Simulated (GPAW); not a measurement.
**A self-consistent single point of AlGa3N4 (P-43m, 8 atoms in the cell) with GPAW**

Method of the run: PBEsol, GPAW PAW datasets PBEsol (made by gpaw-setup) (plane waves; GPAW).

The input file:

```python
from ase import Atoms
from ase.units import GPa
from gpaw import GPAW, PW, FermiDirac

atoms = Atoms(['Al', 'Ga', 'Ga', 'Ga', 'N', 'N', 'N', 'N'],
              cell=[[4.471690, 0.000000, 0.000000],
                    [0.000000, 4.471690, 0.000000],
                    [0.000000, 0.000000, 4.471690]],
              scaled_positions=[[0.000000, 0.000000, 0.000000],
                                [0.500000, 0.500000, 0.000000],
                                [0.000000, 0.500000, 0.500000],
                                [0.500000, 0.000000, 0.500000],
                                [0.755710, 0.755710, 0.244290],
                                [0.755710, 0.244290, 0.755710],
                                [0.244290, 0.244290, 0.244290],
                                [0.244290, 0.755710, 0.755710]],
              pbc=True)

calc = GPAW(mode=PW(950),
            xc='PBEsol',
            kpts={'size': (6, 6, 6), 'gamma': True},
            occupations=FermiDirac(0.0),
            nbands=-8,
            convergence={'density': 1e-05, 'bands': -6},
            symmetry={'symmorphic': False, 'tolerance': 0.0005},
            maxiter=150,
            txt='-')

atoms.calc = calc

energy = atoms.get_potential_energy()
print('Energy (eV):', round(energy, 6))
forces = atoms.get_forces()
print('Forces (eV/Ang):')
print(forces.round(5))
stress = atoms.get_stress()
print('Stress (GPa, Voigt):', (stress / GPa).round(4))
```

Output, abridged:

```
Input parameters:
  convergence: {bands: -6,
                density: 1e-05}
  kpts: {gamma: True,
         size: (6, 6, 6)}
  maxiter: 150
  mode: {ecut: 950.0,
         name: pw}
  nbands: -8
  occupations: {fixmagmom: False,
                name: fermi-dirac,
                width: 0.0}
  symmetry: {symmorphic: False,
             tolerance: 0.0005}
  xc: PBEsol

species:
  Al:
    name: Aluminium
    Z: 13.0
    valence: 3
    core: 10
    charge: 0.0
    file: Al.PBEsol.gz

    # Using partial waves for Al as LCAO basis

  Ga:
    name: Gallium
    Z: 31.0
    valence: 3
    core: 28
    charge: 0.0
    file: Ga.PBEsol.gz

    # Using partial waves for Ga as LCAO basis

  N:
    name: Nitrogen
    Z: 7.0
    valence: 5
    core: 2
    charge: 0.0
    file: N.PBEsol.gz

    # Using partial waves for N as LCAO basis

Reference energy: -171027.314266  # eV

Spin-paired calculation

Convergence criteria:
 Maximum [total energy] change in last 3 cyles: 0.0005 eV / valence electron
 Maximum integral of absolute [dens]ity change: 1e-05 electrons / valence electron
 Maximum integral of absolute [eigenst]ate change: 4e-08 eV^2 / valence electron
 Maximum number of scf [iter]ations: 150

Symmetries present (total): 24
Symmetries with fractional translations: 0
216 k-points: 6 x 6 x 6 Monkhorst-Pack grid + [1/12,1/12,1/12]
20 k-points in the irreducible part of the Brillouin zone
       k-points in crystal coordinates                weights
   0:     0.00000000    0.00000000    0.00000000          1/216
   1:     0.16666667    0.00000000    0.00000000          6/216
   2:     0.16666667    0.16666667    0.00000000         12/216
   [... 7 lines left out ...]
          ...
  19:     0.50000000    0.50000000    0.50000000          1/216

Wave functions: Plane wave expansion
  Cutoff energy: 950.000 eV
  Number of coefficients (min, max): 5904, 6031
  Pulay-stress correction: 0.000000 eV/Ang^3 (de/decut=0.000000)

Occupation numbers: # Zero width

Eigensolver

Densities:
  Coarse grid: 32*32*32 grid
  Fine grid: 64*64*64 grid
  Total Charge: 0.000000

Density mixing:
  Method: separate
  Backend: pulay
  Linear mixing parameter: 0.05
  old densities: 5
  Damping of long wavelength oscillations: 50

Hamiltonian:
  XC and Coulomb potentials evaluated on a 64*64*64 grid
  External potential:
    NoExternalPotential

XC parameters: PBEsol with 2 nearest neighbor stencil

Number of atoms: 8
Number of atomic orbitals: 32
Number of bands in calculation: 24
Number of valence electrons: 32
Bands to converge: 18

Density initialized from atomic densities
  24 bands from LCAO basis set

Atomic positions and initial magnetic moments

Positions:
   0 Al     0.000000    0.000000    0.000000    ( 0.0000,  0.0000,  0.0000)
   1 Ga     2.235845    2.235845    0.000000    ( 0.0000,  0.0000,  0.0000)
   2 Ga     0.000000    2.235845    2.235845    ( 0.0000,  0.0000,  0.0000)
   3 Ga     2.235845    0.000000    2.235845    ( 0.0000,  0.0000,  0.0000)
   4 N      3.379301    3.379301    1.092389    ( 0.0000,  0.0000,  0.0000)
   5 N      3.379301    1.092389    3.379301    ( 0.0000,  0.0000,  0.0000)
   6 N      1.092389    1.092389    1.092389    ( 0.0000,  0.0000,  0.0000)
   7 N      1.092389    3.379301    3.379301    ( 0.0000,  0.0000,  0.0000)

Unit cell:
           periodic     x           y           z      points  spacing
  1. axis:    yes    4.471690    0.000000    0.000000    32     0.1397
  2. axis:    yes    0.000000    4.471690    0.000000    32     0.1397
  3. axis:    yes    0.000000    0.000000    4.471690    32     0.1397

  Lengths:   4.471690   4.471690   4.471690
  Angles:   90.000000  90.000000  90.000000

Effective grid spacing dv^(1/3) = 0.1397

     iter     time        total  log10-change:
                         energy   eigst   dens
iter:   1 --:--:--   -61.918106   +0.13
iter:   2 --:--:--   -60.012330   -1.02  -0.57
iter:   3 --:--:--   -54.695105   -0.22  -0.62
iter:   4 --:--:--   -54.703793   -1.48  -1.07
iter:   5 --:--:--   -54.786796   -1.81  -1.16
iter:   6 --:--:--   -54.664494   -1.94  -1.57
iter:   7 --:--:--   -54.668889   -3.39  -2.22
iter:   8 --:--:--   -54.659781c  -2.92  -2.18
iter:   9 --:--:--   -54.660155c  -4.23  -2.79
iter:  10 --:--:--   -54.660210c  -4.28  -2.73
iter:  11 --:--:--   -54.659645c  -3.88  -2.73
iter:  12 --:--:--   -54.659628c  -5.49  -3.44
iter:  13 --:--:--   -54.659618c  -6.07  -3.57
iter:  14 --:--:--   -54.659622c  -5.79  -3.80
iter:  15 --:--:--   -54.659619c  -7.01  -3.66
iter:  16 --:--:--   -54.659617c  -6.62  -3.78
iter:  17 --:--:--   -54.659619c  -6.50  -4.00
iter:  18 --:--:--   -54.659616c  -6.52  -3.89
iter:  19 --:--:--   -54.659616c  -7.49c -4.69
iter:  20 --:--:--   -54.659616c  -9.07c -4.85
iter:  21 --:--:--   -54.659616c  -9.26c -4.89
iter:  22 --:--:--   -54.659616c  -7.74c -4.99
iter:  23 --:--:--   -54.659616c  -7.99c -4.71
iter:  24 --:--:--   -54.659616c  -9.88c -5.12c

Converged after 24 iterations.

Dipole moment: (0.000000, -0.000000, 0.000000) |e|*Ang

Energy contributions relative to reference atoms: (reference = -171027.314266)

Kinetic:       +120.023599
Potential:     -106.227747
External:        +0.000000
XC:             -69.084614
Entropy (-ST):   +0.000000
Local:           +0.629145
SIC:             +0.000000
--------------------------
Free energy:    -54.659616
Extrapolated:   -54.659616

Showing only first 2 kpts
 Kpt  Band  Eigenvalues  Occupancy
  0    14      6.12381    2.00000
  0    15      6.12381    2.00000
  0    16      8.50498    0.00000
  0    17      9.49498    0.00000

  1    14      5.93727    2.00000
  1    15      5.93727    2.00000
  1    16      9.24523    0.00000
  1    17      9.82375    0.00000

Fermi level: 7.31439

Gap: 2.381 eV
Transition (v -> c):
  (s=0, k=0, n=15, [0.00, 0.00, 0.00]) -> (s=0, k=0, n=16, [0.00, 0.00, 0.00])
No difference between direct/indirect transitions
Energy (eV): -54.659616

Forces in eV/Ang:
  0 Al   -0.00000    0.00000    0.00000
  1 Ga    0.00000    0.00000   -0.00000
  2 Ga   -0.00000    0.00000    0.00000
  3 Ga    0.00000   -0.00000    0.00000
  4 N     0.17291    0.17291   -0.17291
  5 N     0.17291   -0.17291    0.17291
  6 N    -0.17291   -0.17291   -0.17291
  7 N    -0.17291    0.17291    0.17291

Stress tensor:
    -0.038959    -0.000000     0.000000
    -0.000000    -0.038959    -0.000000
     0.000000    -0.000000    -0.038959
Stress (GPa, Voigt): [-6.242 -6.242 -6.242 -0.     0.    -0.   ]
```

The run converged in 24 iterations. GPAW prints stress with tension positive.

At such cutoffs GPAW's stress carries a finite-basis (Pulay) error, which enters relaxed cells too; its log prints stress with tension positive.

The starting cell comes from a database of computed structures (which also holds hypothetical and non-ambient phases and stackings), without a prior relaxation at this level.

Cost on one core of a shared machine: roughly 40 s.
